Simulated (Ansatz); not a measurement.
## How far PBE and PBEsol part for Be2Si, tensor shear ε_xz = −2.27 %

The reference is Be$_{2}$Si (space group Fm-3m, No. 225; a = 5.2836 Å; a model cell, its experimental status unchecked; relaxed with 0.1 eV smearing). Axes: x, y, z lie along the cube axes.

(Cell as relaxed with PBE.)

Levels (all Ansatz, an electronic-structure program, PAW): PBE (420 eV, no SOC); PBEsol (420 eV, no SOC).

Each level relaxes its own structure.

```tsv
base	PBE	PBEsol
volume per atom	12.29 Å³	12.13 Å³
lattice parameter a	5.284 Å	5.260 Å
band gap	zero	zero
```

One thing is altered: a pure shear with ε_xz = ε_zx = -0.0227; the atoms relax in the strained cell.

```tsv
quantity	PBE	PBEsol
energy relative to the base (free energy F)	+6.1 meV/atom	+5.8 meV/atom
largest internal atomic displacement	0.040 Å	0.041 Å
pressure (mean of the normal stresses, compression positive)	0.0 GPa	0.0 GPa
shortest interatomic distance	2.277 Å	2.268 Å
```

PBE's shortest interatomic distance lies 0.009 Å above PBEsol's (0.4 %); the two agree on the pressure. Neither level is exact; PBEsol is the comparison here, not a measurement.

Stability against distortions was not tested. The final runs are not spin-polarised.
